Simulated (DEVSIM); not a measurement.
Structure: abrupt Si p-n junction, at 250 K.

```tsv
layer (left to right)	material	thickness (μm)	Nd (cm⁻³)	Na (cm⁻³)	τn (s)	τp (s)
1	Si	6.60	-	8.1e17	2.7e-6	2.7e-6
2	Si	200	1.6e14	-	2.7e-6	2.7e-6
```

Left contact: ohmic. Right contact: ohmic. Voltage is applied to the left contact. Recombination: SRH at mid-gap, Auger. Mobility is μmin + (μ − μmin)/(1 + (N/Nref)^α).

Constants are typed, rounded textbook-type inputs, not results; the design itself was drawn at random and stands for no fabricated device. Values at 300 K; Nc and Nv go as T^1.5, mobilities as T to minus their exponent, the gap by Varshni's rule with the affinity fixed.

| parameter | Si |
|---|---|
| gap (eV) | 1.124 |
| affinity (eV) | 4.05 |
| permittivity | 11.7 |
| Nc (cm⁻³) | 2.86e19 |
| Nv (cm⁻³) | 3.1e19 |
| μn (cm²/Vs) | 1417 |
| μp (cm²/Vs) | 470 |
| μn,min | 52 |
| μp,min | 45 |
| Nref,n | 9.7e16 |
| Nref,p | 2.2e17 |
| αn | 0.68 |
| αp | 0.72 |
| T exponent of μn | 2.3 |
| T exponent of μp | 2.2 |
| Cn (cm⁶/s) | 2.8e-31 |
| Cp (cm⁶/s) | 9.9e-32 |
| Varshni α (eV/K) | 0.000473 |
| Varshni β (K) | 636 |

Model (solved in DEVSIM): 1D drift-diffusion, Boltzmann statistics, complete ionisation; no tunnelling, impact ionisation, image-force lowering or self-heating.

The temperature was swept, all else fixed.

```json
[
 {"temperature (K)": "250", "largest field in the device at zero bias (V/cm)": "45000", "potential step across the device at zero bias (V)": "0.809", "dark forward voltage at 1 A/cm² (V)": "0.782"},
 {"temperature (K)": "300", "largest field in the device at zero bias (V/cm)": "49000", "potential step across the device at zero bias (V)": "0.717", "dark forward voltage at 1 A/cm² (V)": "0.706"},
 {"temperature (K)": "350", "largest field in the device at zero bias (V/cm)": "53000", "potential step across the device at zero bias (V)": "0.622", "dark forward voltage at 1 A/cm² (V)": "0.635"},
 {"temperature (K)": "400", "largest field in the device at zero bias (V/cm)": "57000", "potential step across the device at zero bias (V)": "0.524", "dark forward voltage at 1 A/cm² (V)": "0.570"},
 {"temperature (K)": "450", "largest field in the device at zero bias (V/cm)": "60000", "potential step across the device at zero bias (V)": "0.427", "dark forward voltage at 1 A/cm² (V)": "0.503"},
 {"temperature (K)": "500", "largest field in the device at zero bias (V/cm)": "63000", "potential step across the device at zero bias (V)": "0.357", "dark forward voltage at 1 A/cm² (V)": "?"}
]
```

Q: What belongs in the gaps?

A: 
- 500, dark forward voltage at 1 A/cm² (V): 0.394
